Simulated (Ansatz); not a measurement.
The structure below was relaxed with PBEsol (Ansatz, a first-principles code), scalar-relativistic without spin-orbit coupling, at pressure 9 GPa.

Space group Pm-3m (No. 221); a = 2.7830 Å, b = 2.7830 Å, c = 2.7830 Å, α = 90.00°, β = 90.00°, γ = 90.00°

```csv
atom,site,symmetry,x,y,z
Al,1a,m-3m,0.0000,0.0000,0.0000
Co,1b,m-3m,0.5000,0.5000,0.5000
```

Problem. Write out a cell with all atoms.

Solution. 
```xyz
2
Lattice="2.7830 0.0000 0.0000 0.0000 2.7830 0.0000 0.0000 0.0000 2.7830" Properties=species:S:1:pos:R:3 pbc="T T T"
Al     0.0000     0.0000     0.0000
Co     1.3915     1.3915     1.3915
```
This is the conventional cell.

Load acts through the strain it causes; cell and atoms are relaxed under it. Whether these cells are dynamically stable was not tested. Competing high-pressure phases were not computed. The final runs are not spin-polarised. The cell was made from AlCo in the CsCl type structure (space group Pm-3m, No. 221; non-magnetic) by this change: pressure 9 GPa.
